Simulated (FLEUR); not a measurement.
Worked example: self-consistent single point of Li2Cu3Ge (P1, 6 atoms in the cell) in FLEUR.

Method: LDA (Perdew-Zunger), all-electron FLAPW (FLEUR), scalar-relativistic valence.

The change in words: lattice scaled by 0.98. Reference geometry:
```xyz
6
Lattice="2.4837 1.4340 3.9492 -2.4837 1.4340 3.9492 0.0000 -2.8680 3.9492" Properties=species:S:1:pos:R:3 pbc="T T T"
Li     0.0333    -0.0159     7.4534
Li     0.0189    -0.0107     4.4236
Cu    -1.2638     0.6931     1.9989
Cu    -0.0782    -1.4120     1.9594
Cu     1.3238     0.7627     1.9760
Ge    -0.0340    -0.0172    -0.0401
```

Reference input (self-consistent single point, DFT, LDA (Perdew-Zunger), all-electron FLAPW (FLEUR), scalar-relativistic valence): Kmax = 3.9 1/bohr; GmaxXC = 15.6 1/bohr; xcFunctional = pz; jspins = 1; l_soc = F; mode = gauss; fermiSmearingEnergy = 0.00367493 Htr; mesh (inpgen div1-3) = 4 4 4; inpgen gamma flag = true; Gmax = 15.6 1/bohr; numbands = 0; maxIterBroyd = 40. This run's input differs from it in these lines:

```diff
@@ -3,5 +3,5 @@
 &input film=f /
-2.4837298406 1.4339820920 3.9491900000
--2.4837298406 1.4339820920 3.9491900000
-0.0000000000 -2.8679641841 3.9491900000
+2.4340550207 1.4053021012 3.8702060800
+-2.4340550207 1.4053021012 3.8702060800
+0.0000000000 -2.8106048630 3.8702058401
 1.8897261246
@@ -48,5 +48,5 @@
          <bravaisMatrix>
-            <row-1>    4.6935691662304135     2.7098334214609605     7.4628875140090738</row-1>
-            <row-2>   -4.6935691662304135     2.7098334214609605     7.4628875140090738</row-2>
-            <row-3>    0.0000000000000000    -5.4196668431108934     7.4628875140090738</row-3>
+            <row-1>    4.5996973613305832     2.6556360935929129     7.3136295369617574</row-1>
+            <row-2>   -4.5996973613305832     2.6556360935929129     7.3136295369617574</row-2>
+            <row-3>    0.0000000000000000    -5.3112734355389035     7.3136290836164601</row-3>
          </bravaisMatrix>
```

The program printed (abridged):

```
 Iteration:     1   Distance:      38.90193777 me/bohr^3
 Iteration:     2   Distance:      22.77178133 me/bohr^3
 Iteration:     3   Distance:       7.19974823 me/bohr^3
 Iteration:     4   Distance:       6.45878002 me/bohr^3
 Iteration:     5   Distance:       3.18473214 me/bohr^3
   [... 12 lines left out ...]
 Iteration:    18   Distance:       0.00036867 me/bohr^3
 Iteration:    19   Distance:       0.00013630 me/bohr^3
 Iteration:    20   Distance:       0.00006055 me/bohr^3
 Iteration:    21   Distance:       0.00000819 me/bohr^3
 Reset of history
 Run finished successfully
 Stop message:
   Structural relaxation: new displacements generated

[file out, last iteration]
             iter=     22
[...]
          total density-effective poten   -1.1245245336E+04
          total charge density-energy d   -2.7552133338E+02
 Updated energy parameters for spin:           1
[...]
 fermi energy and band-weighting factors:

[...]
FERMIE:
          first approx. to ef    (T=0)  :   0.236350 htr   (energy of the highest occ. eigenvalue)
          number of occ. states  (T=0)  :        883
          first approx. to seigv (T=0)  :  -2.251340 htr
          sum of weights of occ. states :  24.500000
          sum of semicore charge        :   0.000000 e
          fermi energy=   0.23481 har   work function=  -6.38945 ev
          number of valence electrons=  49.00001
   [... lines left out ...]
          total moment                 =     0.00000
 Direct bandgap for spin            1 :    1.8580983027488618E-002  Htr
 ---->    free energy=                     -7068.4804425469 htr
   [... lines left out ...]
 TOTAL FORCE FOR ATOM TYPE=  4  X= -0.145   Y= -2.615   Z=  3.629
                       FX_TOT= 0.010177 FY_TOT= 0.005466 FZ_TOT=-0.000669
 TOTAL FORCE FOR ATOM TYPE=  5  X= -2.148   Y= -1.243   Z= -3.654
                       FX_TOT=-0.025337 FY_TOT=-0.014321 FZ_TOT=-0.013222
 TOTAL FORCE FOR ATOM TYPE=  6  X= -0.063   Y= -0.032   Z= -0.074
                       FX_TOT= 0.006161 FY_TOT= 0.005848 FZ_TOT= 0.020936
```

The run converged in 21 iterations. FLEUR gives forces in its relaxation mode, with a further iteration, so its stop message speaks of a relaxation. Against the reference run the total energy goes down by 15.9 meV/atom and the largest force goes from 1.272 to 1.644 eV/Å.

The starting cell comes from a database of computed structures (which also holds hypothetical and non-ambient phases and stackings), without a prior relaxation at this level. Its atoms were displaced at random from the sites of space group no. 166. For this run, on top of that: lattice scaled by 0.98. Spin polarisation is off. Values depend on the basis (sphere radii, cutoffs, local orbitals), which need not be converged. Forces in this geometry exceed 1 eV/Å. The log's line on a gap gives a spacing of levels on this mesh, which the program prints for metals too.

Cost on one core of a shared machine: roughly 7 min.
